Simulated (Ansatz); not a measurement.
InSb (space group Cmcm, No. 63; a cell from a computed database, its experimental status unchecked)

```cif
data_In6Sb6
_chemical_formula_sum 'In6 Sb6'
_space_group_name_H-M_alt 'P 1'
_space_group_IT_number 1
_cell_length_a 4.33348
_cell_length_b 4.33348
_cell_length_c 17.30877
_cell_angle_alpha 90.000
_cell_angle_beta 90.000
_cell_angle_gamma 92.207
loop_
_space_group_symop_operation_xyz
  'x, y, z'
loop_
_atom_site_label
_atom_site_type_symbol
_atom_site_fract_x
_atom_site_fract_y
_atom_site_fract_z
_atom_site_occupancy
In1 In 0.06164 0.93836 0.25000 1
In2 In 0.93836 0.06164 0.75000 1
In3 In 0.39303 0.60697 0.41308 1
In4 In 0.60697 0.39303 0.58692 1
In5 In 0.60697 0.39303 0.91308 1
In6 In 0.39303 0.60697 0.08692 1
Sb1 Sb 0.55919 0.44081 0.25000 1
Sb2 Sb 0.44081 0.55919 0.75000 1
Sb3 Sb 0.89335 0.10665 0.42376 1
Sb4 Sb 0.10665 0.89335 0.57624 1
Sb5 Sb 0.10665 0.89335 0.92376 1
Sb6 Sb 0.89335 0.10665 0.07624 1
```

Level of theory: Ansatz (a first-principles code), PBEsol, PAW, cutoff 420 eV, no SOC. Settings: 9×9×3 k-points, 0.05 eV Fermi–Dirac smearing.

The volume per atom is 27.07 Å³ and the density is 7.26 g/cm³. The band gap is zero and the total energy is -5966.765 eV/atom (σ→0; compares only within this code and set-up).

Stability against distortions was not tested. All final runs are without spin polarisation. This is not the structure that InSb has at room temperature and ambient pressure.
